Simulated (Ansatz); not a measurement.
Base system: SiS2 (space group Ibam, No. 72; a = 5.8017 Å, b = 9.8893 Å, c = 5.5463 Å; made of chains).

The values are results of Ansatz (an electronic-structure program) r2SCAN, no spin-orbit coupling, earlier PAW set, not measurements.

One change was made to it. Results:

The density increases by 2.06 g/cm³ to 3.98 g/cm³; the band gap becomes zero (base: 3.30 eV); the shortest interatomic distance drops by 0.096 Å to 2.038 Å.

Problem. Which change produced these results?
A) pressure 60 GPa
B) pressure 1.8 GPa
C) pressure 18 GPa
D) pressure 30 GPa
E) pressure 4.2 GPa

Solution. A, pressure 60 GPa. For comparison, the band gap in the other runs: pressure 4.2 GPa gives 2.78 eV; pressure 30 GPa gives 1.26 eV; pressure 18 GPa gives 2.02 eV; pressure 1.8 GPa gives 3.01 eV.

The mesh was chosen for an insulator and is coarse for the gapless case. Load acts through the strain it causes; cell and atoms are relaxed under it. Whether these cells are dynamically stable was not tested. Competing high-pressure phases were not computed. The final runs are not spin-polarised. No dispersion term is included, though the crystal is made of layers, chains or molecules, so its spacings can come out too wide. The zero or small gap of SiS2 under pressure 60 GPa can change with the level of theory.
